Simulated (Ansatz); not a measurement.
**Al2NiO4 (Imma, No. 74, 14 atoms in the cell; start mp-37614)**

Calculation: HSE06 (Ansatz, a quantum-chemistry and plane-wave program, PAW).

Run with plane-wave cutoff 500 eV, 6×6×6 k mesh, gaussian smearing 0.02 eV, spin-polarised start, scalar-relativistic PAW data made under PBE.

Cell (relaxed with r²SCAN):

```yaml
crystal:
  lattice:
    - [-2.80930, 2.86522, 4.02839]
    - [2.80930, -2.86522, 4.02839]
    - [2.80930, 2.86522, -4.02839]
  atoms:
    - { symbol: Al, position: [0.38247, 0.13247, 0.25000] }
    - { symbol: Al, position: [0.61753, 0.86753, 0.75000] }
    - { symbol: Al, position: [0.00000, 0.50000, 0.50000] }
    - { symbol: Al, position: [0.50000, 0.50000, 0.00000] }
    - { symbol: Ni, position: [0.00000, 0.00000, 0.50000] }
    - { symbol: Ni, position: [0.00000, 0.50000, 0.00000] }
    - { symbol: O, position: [0.76332, 0.26598, 0.49735] }
    - { symbol: O, position: [0.23668, 0.73402, 0.50265] }
    - { symbol: O, position: [0.26863, 0.26598, 0.00265] }
    - { symbol: O, position: [0.73137, 0.73402, 0.99735] }
    - { symbol: O, position: [0.25376, 0.73838, 0.98462] }
    - { symbol: O, position: [0.74624, 0.26162, 0.01538] }
    - { symbol: O, position: [0.25376, 0.26914, 0.51538] }
    - { symbol: O, position: [0.74624, 0.73086, 0.48462] }
```

```
Item                            Value
--------  ---------------------------
band gap  4.95 eV (on the SCF k mesh)
```

Note: the magnetic order was assumed, not searched for or taken from measurement; a magnet's gap depends somewhat on the PAW data; cell and atoms aren't relaxed at this level (largest force component 0.09 eV/Å, pressure -0.3 GPa).

It cost around 21 core-minutes (rough) of CPU time.

A start named mp-… is a Materials Project structure, which need not be a measured phase.
